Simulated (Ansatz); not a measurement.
## Enthalpy of formation of PbTe (model structure, started from the WC type, P-6m2, No. 187, 2 atoms in the cell) at several levels of theory

No measured value is used here.

```tsv
level (code)	value (eV/atom)
PBE (Ansatz)	-0.288
PBEsol (Ansatz)	…
PBE-D3(BJ) (Ansatz)	-0.253
r²SCAN (Ansatz)	-0.364
```

Task: What belongs in the gaps?

Result: 
- PBEsol (Ansatz, a quantum-chemistry and plane-wave program), value (eV/atom): -0.244

Density-functional levels without +SOC have no spin–orbit coupling, which shifts binding energies of heavy elements. PBE-D3(BJ): a distance lies near a switch of the dispersion term, which can move the cell. Each level is taken at its own relaxed cell. Ansatz's density-functional and Hartree–Fock values are scalar-relativistic unless marked +SOC, with PAW data made under PBE.

A model structure was made by putting elements into a prototype or built by hand; it is no filed structure, need not be a known phase, and can be a saddle point held by its symmetry.
